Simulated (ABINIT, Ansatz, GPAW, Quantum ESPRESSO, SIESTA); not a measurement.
**Code comparison for MgI2 (P-3m1, 3 atoms in the cell)**

Self-consistent single point.

```
CELL_PARAMETERS angstrom
      2.08164    -3.60551     0.00000
      2.08164     3.60551     0.00000
      0.00000     0.00000     6.88195
ATOMIC_POSITIONS crystal
  Mg 0.00000 0.00000 0.00000
  I  0.33333 0.66667 0.24200
  I  0.66667 0.33333 0.75800
```

Shared settings, as Ansatz (a first-principles code) writes them: kpoints.mp_grid.grid = 1 1 1; scf.occupations.method = fermi_dirac; scf.occupations.width = 0.01 eV. Potentials and cutoffs stand in the table.

| code | model | pressure (GPa) | largest force (eV/Å) | cutoff |
|---|---|---|---|---|
| Quantum ESPRESSO | PBE, GBRV 1.5 ultrasoft (PBE) pseudopotentials | 22.80 | 0.139 | 40 Ry |
| Ansatz | PBE, default PAW files | 22.65 | 0.137 | 420 eV |
| SIESTA | GGA PBE, numerical atomic orbitals DZP, PseudoDojo PBE standard norm-conserving potentials (rewritten from UPF to PSML) | 24.77 | 0.174 | grid 300 Ry |
| GPAW | PBE, GPAW PAW datasets PBE (gpaw-data 1.0.1) | 22.74 | 0.148 | 800 eV |
| ABINIT | PBE, PAW (JTH v2.0 PBE PAW) | 22.78 | 0.139 | 20 Ha |

On Ansatz's run: spin-orbit coupling is off.

The spread over the programs that give each value: pressure within 2.12 GPa; largest force within 0.037 eV/Å.

SIESTA uses small atom-centred bases, whose incompleteness enters pressures, forces and empty levels differently from a plane-wave cutoff. Ansatz's pressure is given at a fixed set of plane waves, as the other plane-wave codes print theirs. In the pressure, SIESTA (by 2.00) lies more than 1 GPa from the median of the plane-wave programs. In the force vectors, SIESTA (by 0.313) lies more than 0.08 eV/Å from the median of the plane-wave programs.

On the base mesh (5 5 3) the same programs gave: Ansatz pressure 1.07 GPa, gap on the mesh 3.570 eV; Quantum ESPRESSO pressure 1.10 GPa; ABINIT pressure 1.05 GPa; GPAW pressure 1.10 GPa; SIESTA pressure 1.72 GPa.

The values differ from the base mesh's, so the mesh still matters here: the table compares the programs at equal settings.

The starting cell has typed, rounded lattice constants, without a prior relaxation at this level. Its lattice was rescaled by a random factor within 2.5 % of one.

Left out of this page: CP2K (on another mesh); Elk (failed or unconverged); FLEUR (unsound by tests on forces, stress, charge or solver warnings).

Keys are those of Ansatz 0.2.
